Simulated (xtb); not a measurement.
xtb 6.7.1, GFN2-xTB: Co(F)(k2OAc)(NH3)2 (CC1[O][Co](<-[NH3])(<-[NH3])([F])<-[O]=1), charge 0, multiplicity 4, 17 atoms. The geometry is a generated start, not checked to be a minimum at this level.

```yaml
run_flags: --grad
method: GFN2-xTB
"--acc": 1 (default)
"--etemp (K)": 300 (default)
basis_functions: 47
valence_electrons: 55
```

```xyz
17

Co    -0.7176     0.4711    -0.3382
F     -1.9877     1.6983    -0.6765
C      2.2424     0.1166     2.2853
C      1.1231     0.2523     1.2854
O     -0.0360    -0.1374     1.5796
O      1.3449     0.7318     0.1453
H      3.1001     0.7024     1.9660
H      1.9005     0.4412     3.2643
H      2.5272    -0.9321     2.3549
N     -2.1524    -1.2766    -0.2632
H     -3.0101    -1.0175    -0.7370
H     -2.3378    -1.3093     0.7339
H     -1.8640    -2.1994    -0.5667
N     -0.1141     0.5486    -2.5206
H     -0.6270     1.3556    -2.8574
H     -0.2641    -0.2273    -3.1540
H      0.8725     0.7819    -2.5011
```

Charge 0 and multiplicity 4 are set for this test and not shown to be the ground state. GFN-xTB has no spin term: --uhf 3 sets the occupations alone.

One run each on 1 thread. Values of broydamp tried: 0.02, 0.05, 0.1, 0.2, 0.4 (default), 0.6, 0.8, 1.

### Question
Which value of broydamp needs the fewest SCC iterations, and what happens away from it?

### Answer
Fewest SCC iterations, within one of each other: 0.2 with 13, 0.4 (default) with 12, 0.6 with 12, 0.8 with 13. The count rises to 22 at 0.02. All converge to one solution.

```json
[
 {"broydamp": "0.02", "SCC iterations": "22", "end": "same solution"},
 {"broydamp": "0.05", "SCC iterations": "18", "end": "same solution"},
 {"broydamp": "0.1", "SCC iterations": "15", "end": "same solution"},
 {"broydamp": "0.2", "SCC iterations": "13", "end": "same solution"},
 {"broydamp": "0.4 (default)", "SCC iterations": "12", "end": "same solution"},
 {"broydamp": "0.6", "SCC iterations": "12", "end": "same solution"},
 {"broydamp": "0.8", "SCC iterations": "13", "end": "same solution"},
 {"broydamp": "1", "SCC iterations": "16", "end": "same solution"}
]
```
